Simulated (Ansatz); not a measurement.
A computed series for TiO2: pressure series

Start from TiO2 in the anatase structure (space group I4_1/amd, No. 141; a = 3.778 Å, c = 9.589 Å).

Cell and atoms are relaxed at each pressure.

The values are results of r2SCAN (Ansatz, an electronic-structure program; PAW; 500 eV plane waves; scalar-relativistic without spin-orbit coupling), earlier PAW set, not measurements.

| change | smallest direct gap | lattice parameter a | c/a ratio |
|---|---|---|---|
| base | 2.87 eV | 3.778 Å | 2.538 |
| pressure −2 GPa | 2.85 eV | 3.785 Å | 2.551 |
| pressure −1 GPa | 2.86 eV | 3.781 Å | 2.545 |
| pressure 0.3 GPa | 2.87 eV | 3.777 Å | 2.537 |
| pressure 0.7 GPa | 2.87 eV | 3.776 Å | 2.533 |
| pressure 1.5 GPa | … | … | … |
| pressure 3 GPa | 2.89 eV | 3.768 Å | 2.518 |
| pressure 5 GPa | 2.90 eV | 3.763 Å | 2.504 |
| pressure 7.5 GPa | 2.91 eV | 3.757 Å | 2.486 |
| pressure 10 GPa | 2.92 eV | 3.751 Å | 2.467 |

Q: Complete the table.

A: 
- pressure 1.5 GPa, smallest direct gap: 2.88 eV
- pressure 1.5 GPa, lattice parameter a: 3.773 Å
- pressure 1.5 GPa, c/a ratio: 2.529

Load acts through the strain it causes; cell and atoms are relaxed under it. Stability against distortions was not tested. No other phases were tried under pressure. The final runs are not spin-polarised.
